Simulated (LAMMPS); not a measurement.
System: HfO2 (fluorite), 324 atoms, at 1830 K and 5 GPa, heated as the crystal.

Computed with classical MD, Buckingham potential of Lewis and Catlow, J. Phys. C 18, 1149 (1985), first set, used with rigid ions (no shells), PPPM sums, short-range terms cut at 10 Å, modified for these runs by an r^-4 repulsive force inside the short-range force's maximum; code LAMMPS.

```yaml
state_found: crystal; no diffusion seen in 21 ps
density: 10.3693 ± 0.0009 g/cm³
volume_per_atom: 11.236 ± 0.001 Å³/atom
enthalpy_per_atom: -36.135 ± 0.001 eV/atom
first peak of g(r), Hf-O: 2.17 Å, height 5.9
coordination number of Hf by O: 8.0 (counted to 3.34 Å)
coordination number of O by Hf: 4.00 (counted to 3.34 Å)
first peak of g(r), O-O: 2.56 Å, height 3.4
coordination number of O by O: 6.01 (counted to 3.02 Å)
most common O-Hf-O angle: at the 3° bin centred on 70.5°, after smoothing over three bins (mean of all 102°)
most common Hf-O-O angle: at the 3° bin centred on 55.5°, after smoothing over three bins (mean of all 90°)
most common O-O-O angle: at the 3° bin centred on 88.5°, after smoothing over three bins (mean of all 106°)
mean frequency of the vibrational (phonon) density of states: 12.6 THz
cost: very roughly 9 core-minutes
```

Potential: Lewis and Catlow, J. Phys. C 18, 1149 (1985), first set; O-O C6 of 27.879 eV Å6 from the Catlow library, as the file leaves it open.

Caution: the potential ionic pair potential lewis1985a is fitted to static crystal properties with a polarisable anion, which is rigid here. Caution: in nature this polymorph isn't the stable one over the whole range of temperature at this pressure, and short runs keep a crystal in its starting form. Caution: a run this short can hold a crystal over, or a liquid under, the potential's own melting point, which these runs don't give.

States go by the mean squared displacement: a species diffuses where it passes 1.5 Å², still rises and gives D over 1e-6 cm²/s; a crystal has left its structure where atoms lie 0.35 Å off their sites on average or a cubic box changes its shape by 3 %, or the axial ratios of another lie 8 % off the starting cell's, which the potential's own relaxation can also do.

Uncertainties are statistical and leave out the potential's own error.
